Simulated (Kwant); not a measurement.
Device: quantum point contact (saddle potential) in a CdTe two-dimensional gas. Effective mass 0.096 mₑ, grid spacing 8.3 nm, hard walls, nominal width 200 nm (25 grid rows, so walls 215.8 nm apart), one parabolic valley, scattering region 600 nm long along x; energies count from the band bottom; Fermi energy 0.00142 eV. Potential (V0 + ½k y²) cos²(πx/L) for |x| < L/2, with V0 swept from 0.001491 to 0 eV, k = 1.2e-06 eV/nm², L = 410 nm.

Constants are typed, rounded textbook-type inputs, not results; the design itself was drawn at random and stands for no fabricated device.

Computed with Kwant: effective-mass tight-binding model on a square grid, one spin, coherent transport at 0 K. Conductance is in e²/h.

Sweep values stay those of the base run.

Base results: G (e²/h) at V0 = 1.124 meV 0.034; mean G (e²/h) over the sweep 0.64.

Task: What follows from this one change: curvature of the confinement 1.2e-06 → 1e-06 eV/nm²?

Result: G at V0 = 1.124 meV 0.034 → 0.070 e²/h; mean G over the sweep 0.64 → 0.73 e²/h.

Task: What follows from this one change: effective mass 0.096 → 0.12 mₑ?

Result: G at V0 = 1.124 meV 0.034 → 0.062 e²/h; mean G over the sweep 0.64 → 0.75 e²/h.
